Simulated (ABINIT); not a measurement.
Band structure of KTaO3 (Pm-3m, 5 atoms in the cell).

```xyz
5
Lattice="3.9949 0.0000 0.0000 0.0000 3.9949 0.0000 0.0000 0.0000 3.9949" Properties=species:S:1:pos:R:3 pbc="T T T"
K      1.9974     1.9974     1.9974
Ta     0.0000     0.0000     0.0000
O      0.0000     1.9974     0.0000
O      1.9974     0.0000     0.0000
O      0.0000     0.0000     1.9974
```

Method of the run: PBEsol, PAW (JTH v2.0 PBE PAW, files made for PBE) (plane waves; ABINIT 10.0.3).

Settings: pseudos = [K.GGA_PBE-JTH.xml, Ta.GGA_PBE-JTH.xml, O.GGA_PBE-JTH.xml]; ecut = 24 Ha; pawecutdg = 48 Ha; pawxcdev = 0; ixc = -116133; occopt = 1; ngkpt = 6 6 6; nshiftk = 1; shiftk = 0 0 0; potentials = JTH v2.0 PBE PAW; kptopt = 1; nstep = 80; toldfe1 = 1e-09 Ha.

The starting cell comes from a database of computed structures (which also holds hypothetical and non-ambient phases and stackings), without a prior relaxation at this level. Spin-orbit coupling is off. The potentials were made for another functional than the one used.

Problem. Predict the gap along the standard path and the places of the band edges.

Solution. The gap along the path is 2.08 eV, from R to Γ; the smallest direct gap on it is 2.70 eV.

Levels in eV from the top of the valence band on the SCF mesh, bands 17 to 24:
```json
[
 {"point": "Γ", "17": "-1.07", "18": "-0.62", "19": "-0.62", "20": "-0.62", "21": "2.08", "22": "2.08", "23": "2.08", "24": "6.40"},
 {"point": "X", "17": "-2.17", "18": "-1.53", "19": "-0.85", "20": "-0.85", "21": "2.23", "22": "4.95", "23": "4.95", "24": "6.73"},
 {"point": "M", "17": "-1.66", "18": "-1.44", "19": "-1.44", "20": "-0.04", "21": "4.99", "22": "4.99", "23": "6.27", "24": "7.57"},
 {"point": "R", "17": "-3.92", "18": "0.00", "19": "0.00", "20": "0.00", "21": "6.41", "22": "6.41", "23": "6.41", "24": "8.78"}
]
```
